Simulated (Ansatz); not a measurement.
**Cl on the 1x1 (111) surface of fcc Al, one in a 2x2 cell, started at the site 'hollow Al-Al-Al over Al at depth 4.6 Å'**

These are PBE (plane waves to 420 eV, PAW; Ansatz, a quantum-chemistry and plane-wave program) values and carry that method's errors.

Set-up: 17 atoms, 7.0 Å thick at the start under the adsorbate (thin: gaps and levels are the slab's own); mesh 6x6x1; 0.1 eV smearing; dipole correction on; 8 atoms held, the rest relaxed; symmetry of the start imposed; no spin, no spin-orbit, no U, no dispersion correction. At the end it is bonded to 3 Al. In PBE this state lies 0.20 eV over the lowest of the starts that converged ('top Al').

```yaml
adsorption energy against ½ Cl2(g): -1.84 eV
work_function_of_the_top_face: 4.55 eV
change_of_the_work_function: 0.52 eV
change_of_the_step_from_the_bottom_to_the_top_vacuum_level_against_the_clean_slab: 0.56 eV
energy_released_by_relaxation: 0.75 eV
height of the binding atom over the mean of the host atoms within 0.3 Å of the top one: 2.036 Å
nearest_host_atoms_of_the_binding_atom: Al at 2.63 Å, Al at 2.63 Å, Al at 2.63 Å
largest_move_of_a_host_atom: 0.07 Å
cost: very roughly 2.3 core-minutes
```

A negative adsorption energy means that the adsorbate is more stable on the surface than in its reference.
